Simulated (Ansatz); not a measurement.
Defect: interstitial Cu in silicon, charge state +1. The step: one Cu atom jumps by itself; the atom moves 2.37 Å along (0.25, 0.25, -0.25) of the unit cell; the moving atom starts with neighbours 3 Si at 2.44, Si at 2.44, 3 Si at 2.75, 3 Si at 2.76 Å and ends with 3 Si at 2.44, Si at 2.44, 3 Si at 2.75, 3 Si at 2.76 Å. A PBE band in Ansatz (plane-wave PAW, a 2×2×2 k-point mesh shifted by half a step, 64 host sites, 58 SCF runs with any check of the saddle's order, static, no finite-size correction) gives a forward barrier of 0.10 eV. The check of the saddle point's order was inconclusive, and it lies on a symmetry element of the cell, where a band can be held. The charge state is imposed; whether it is stable for some Fermi level was not computed. Sites that were not tried may lie lower.

Single points at the band's start and saddle point can refine it. Rough cost of one point, in units of the band's mean SCF on the same machine:

```json
[
 {"Level": "PBE, a 3×3×3 k-point mesh shifted by half a step", "Cost of one point": "about 4"},
 {"Level": "r2SCAN at 500 eV, a 2×2×2 k-point mesh shifted by half a step", "Cost of one point": "under 2"}
]
```

Q: Which of these move the barrier by more than 0.1 eV, and how far does each move it?

A: Not one does. PBE, a 3×3×3 k-point mesh shifted by half a step: 0.00 eV; r2SCAN at 500 eV, a 2×2×2 k-point mesh shifted by half a step: -0.07 eV. Each functional is compared with PBE at the same k-points.

Ansatz is a program for electronic structure.
